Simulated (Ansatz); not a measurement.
Base system: SiC in the wurtzite structure (space group P6_3mc, No. 186; a = 3.0564 Å, c = 5.0158 Å). Axes: x lies along a and z along c of the hexagonal cell.

Structures relaxed with plane-wave PAW DFT at the LDA level (Ansatz, a quantum-chemistry and plane-wave program, 420 eV), spin-orbit coupling left out.

Base:

Simulated powder pattern, Cu Kα1, λ = 1.54056 Å (kinematic, ideal powder, no thermal factors, no anomalous dispersion; the 8 strongest lines at most, above 2 %, up to 2θ = 90°):

| 2θ (°) | I/Imax (%) | hkl |
|---|---|---|
| 33.84 | 74 | (100) |
| 35.77 | 51 | (002) |
| 38.42 | 100 | (101) |
| 50.06 | 27 | (102) |
| 60.54 | 45 | (110) |
| 66.04 | 46 | (103) |
| 72.35 | 35 | (112) |
| 74.02 | 16 | (201) |

It is then changed as follows: compressive biaxial strain of 2.40 % in the plane normal to [001], as in epitaxy on a mismatched substrate; the out-of-plane cell vector and the atoms relax.

After the change:

Simulated powder pattern, Cu Kα1, λ = 1.54056 Å (kinematic, ideal powder, no thermal factors, no anomalous dispersion; the 8 strongest lines at most, above 2 %, up to 2θ = 90°):

| 2θ (°) | I/Imax (%) | hkl |
|---|---|---|
| 34.69 | 71 | (100) |
| 35.58 | 52 | (002) |
| 39.15 | 100 | (101) |
| 50.54 | 26 | (102) |
| 62.19 | 43 | (110) |
| 66.28 | 48 | (103) |
| 73.74 | 33 | (112) |
| 75.99 | 15 | (201) |

The indices refer to the base's conventional cell; one index is shown for lines that coincide.

Whether these cells are dynamically stable was not tested.
